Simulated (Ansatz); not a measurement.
Response to strain in YN

The reference is YN in the rock salt structure (space group Fm-3m, No. 225; a = 4.8562 Å).

Strains are applied to the cell and any free atomic positions relax.

Computed with PBEsol/PAW in Ansatz (a first-principles code), no spin-orbit coupling.

Notes on the quantities. energy relative to the base: free energy F.

```tsv
case	energy relative to the base	band gap	pressure	shortest interatomic distance
base	0 meV/atom	0.08 eV	0.0 GPa	2.428 Å
isotropic strain −2.50 %	+47 meV/atom	zero	15.2 GPa	2.367 Å
isotropic strain −2.00 %	+29 meV/atom	zero	11.8 GPa	2.380 Å
isotropic strain −1.50 %	+16 meV/atom	zero	8.5 GPa	2.392 Å
isotropic strain −0.50 %	+1.7 meV/atom	zero	(withheld)	2.416 Å
isotropic strain +0.50 %	+1.7 meV/atom	0.10 eV	-2.48 GPa	2.440 Å
isotropic strain +1.50 %	+15 meV/atom	0.16 eV	-6.96 GPa	2.465 Å
isotropic strain +2.00 %	+26 meV/atom	0.18 eV	-8.98 GPa	2.477 Å
isotropic strain +2.50 %	+40 meV/atom	0.21 eV	-10.85 GPa	2.489 Å
isotropic strain +3.00 %	+56 meV/atom	0.23 eV	-12.59 GPa	2.501 Å
```

Task: Complete the table.

Result: 
- isotropic strain −0.50 %, pressure: 2.7 GPa

A case with no gap was solved on a k-mesh chosen for an insulator, which is coarse for it. Whether these cells are dynamically stable was not tested. The final runs are not spin-polarised. Gaps under 0.05 eV, about the width of the smearing, are given as zero. The zero or small gap of YN can change with the level of theory.
